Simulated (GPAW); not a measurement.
Checking a run of GPAW on Ga3Ni2 (P-3m1, 5 atoms in the cell). The aim is a self-consistent single point with DFT PBEsol, plane waves, GPAW PAW datasets PBEsol (made by gpaw-setup).

Cell that was meant: a = 4.0598 Å, b = 4.0598 Å, c = 4.9242 Å, α = 90.00°, β = 90.00°, γ = 120.00°.

Part of the input:

```python
from gpaw import GPAW, PW

atoms = Atoms(['Ga', 'Ga', 'Ga', 'Ni', 'Ni'],
              cell=[[2.148371, 0.000000, 0.000000],
                    [-1.074185, 1.860544, 0.000000],
                    [0.000000, 0.000000, 2.605791]],
              scaled_positions=[[0.666667, 0.333333, 0.360040],
                                [0.333333, 0.666667, 0.639960],
                                [0.000000, 0.000000, 0.000000],
[...]
            nbands=-13,
            convergence={'forces': 0.001},
            symmetry={'symmorphic': False, 'tolerance': 0.0005},
            maxiter=60,
            txt='-')

atoms.calc = calc
```

Output (repeated stretches shortened):

```
Input parameters:
  convergence: {forces: 0.001}
  kpts: [7 7 5]
  maxiter: 60
  mode: {ecut: 850.0,
         name: pw}
  nbands: -13
   [... lines left out ...]
   4 Ni    -0.000001    1.240363    0.371169    ( 0.0000,  0.0000,  0.0000)

Unit cell:
           periodic     x           y           z      points  spacing
  1. axis:    yes    2.148371    0.000000    0.000000    15     0.1240
  2. axis:    yes   -1.074185    1.860544    0.000000    15     0.1240
  3. axis:    yes    0.000000    0.000000    2.605791    18     0.1448

  Lengths:   2.148371   2.148371   2.605791
  Angles:   90.000000  90.000000 119.999987

Effective grid spacing dv^(1/3) = 0.1370
     iter     time        total  log10-change:
                         energy   eigst   dens  force
iter:   1 --:--:--   444.733809
iter:   2 --:--:--   460.017336   -1.35  -0.94
iter:   3 --:--:--   492.366003   -1.76  -0.96
iter:   4 --:--:--   558.097013   -0.65  -1.00
iter:   5 --:--:--   560.335622   -1.49  -1.22
   [... 4 lines left out ...]
iter:  10 --:--:--   562.699699   -2.45  -2.09
iter:  11 --:--:--   562.744700   -3.49  -2.65
iter:  12 --:--:--   562.778719   -3.54  -3.07
iter:  13 --:--:--   562.778806   -4.75  -3.10
iter:  14 --:--:--   562.779604c  -5.97  -3.25
iter:  15 --:--:--   562.782316c  -4.75  -3.30
iter:  16 --:--:--   562.783255c  -5.38  -3.42
iter:  17 --:--:--   562.783150c  -5.83  -3.49
iter:  18 --:--:--   562.783484c  -6.34  -3.65
iter:  19 --:--:--   562.784589c  -4.87  -3.71
iter:  20 --:--:--   562.784619c  -7.13  -4.04c
iter:  21 --:--:--   562.784703c  -5.81  -4.09c
iter:  22 --:--:--   562.784707c  -7.77c -4.31c
iter:  23 --:--:--   562.784701c  -6.73  -4.34c
iter:  24 --:--:--   562.784705c  -7.49c -4.73c -1.96
iter:  25 --:--:--   562.784698c  -7.86c -4.76c -2.15
iter:  26 --:--:--   562.784699c  -9.06c -5.13c -3.33c
Converged after 26 iterations.

Dipole moment: (-0.000000, 0.000000, -0.000000) |e|*Ang

Energy contributions relative to reference atoms: (reference = -241198.483841)

Kinetic:       +4951.092806
Potential:     -3945.226299
External:        +0.000000
XC:            -490.897257
Entropy (-ST):   -0.033217
Local:          +47.832057
SIC:             +0.000000
--------------------------
Free energy:   +562.768090
Extrapolated:  +562.784699

Showing only first 2 kpts
 Kpt  Band  Eigenvalues  Occupancy
  0    18     82.57389    2.00000
  0    19     85.57563    0.00509
  0    20     85.57569    0.00509
  0    21     87.73536    0.00000

  1    18     84.88698    1.56435
  1    19     85.15604    0.53565
  1    20     85.15608    0.53551
  1    21     88.60641    0.00000

   [... lines left out ...]
Fermi level: 85.03691
No gap
   [... lines left out ...]
  1 Ga    0.00000    0.00000  -45.94354
  2 Ga   -0.00000    0.00000    0.00000
  3 Ni    0.00000   -0.00000  -29.63463
  4 Ni    0.00000    0.00000   29.63463

Stress tensor:
   -86.954039     0.000023     0.000000
     0.000023   -86.954026    -0.000000
     0.000000    -0.000000   -83.705325
Stress (GPa, Voigt): [-1.39315729e+04 -1.39315708e+04 -1.34110715e+04 -0.00000000e+00
  0.00000000e+00  3.70000000e-03]
```

Question: Can these results be used? Check the input.

Answer: The run is not sound. The fault is this: cell numbers converted the wrong way (times 0.529). 1 bohr is 0.529 Å, so a mix-up scales every length by 1.89 or 0.529 and the volume by 6.75 or 0.148. To fix it, give the lengths in the unit that the key or card expects. The run converged in 26 iterations without an error; against the sound input the free energy goes up by 118 eV/atom, the pressure goes from -4.00 to 13760 GPa and the largest force goes from 0.054 to 45.94 eV/Å.

The sound input it was made from differs as follows (other fixes are possible):
```diff
-              cell=[[2.148371, 0.000000, 0.000000],
-                    [-1.074185, 1.860544, 0.000000],
-                    [0.000000, 0.000000, 2.605791]],
+              cell=[[4.059833, 0.000000, 0.000000],
+                    [-2.029916, 3.515918, 0.000000],
+                    [0.000000, 0.000000, 4.924232]],
-            maxiter=60,
+            maxiter=150,
```

With that input, the run converged in 21 iterations: free energy E − TS (from the program's reference atoms) -28.1992 eV; Fermi level (on the code's own zero) 7.73 eV; pressure -4.00 GPa; largest force (vector length) 0.054 eV/Å (DFT PBEsol, plane waves, GPAW PAW datasets PBEsol (made by gpaw-setup)).

On the sound input: the starting cell comes from a database of computed structures (which also holds hypothetical and non-ambient phases and stackings), without a prior relaxation at this level. Its lattice was rescaled by a random factor within 2.5 % of one. Spin polarisation is off. With a pressure of about -4 GPa the cell is away from its equilibrium volume at this level.
